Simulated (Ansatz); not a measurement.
```yaml
crystal:
  lattice:
    - [4.17472, 0.00000, 0.00000]
    - [0.00000, 4.17472, 0.00000]
    - [2.08736, 2.08736, 2.95198]
  atoms:
    - { symbol: In, position: [0.00000, 0.00000, 0.00000] }
    - { symbol: P, position: [0.75000, 0.25000, 0.50000] }
```

Space group of this cell: F-43m, zinc blende. The cell is taken as given.

Computed with r2SCAN (plane waves, PAW; Ansatz, a first-principles code).

The current runs along the normal of the first two printed vectors; no spin-orbit coupling. Scaled by the factor s: both lengths across the current (ions clamped). Meshes 10×10×10 and 8×8 across the current in all rows.

| s | mean pressure (GPa) | slowest mid-gap decay constant κ (1/Å) |
|---|---|---|
| 0.98 | 3.1 | ? |
| 1.00 | 0.1 | 0.070 |
| 1.02 | -2.4 | 0.052 |

Question: Take the slope of the slowest mid-gap decay constant κ against ln s from the two given rows, extrapolate to s = 0.98, and say what the run there gives.

Answer: Slope = (0.052 − 0.070) / ln 1.02 = -0.909 1/Å. The line gives 0.070 + (-0.909) × ln 0.98 = 0.088 1/Å. The run gives 0.088 1/Å, as the line does.
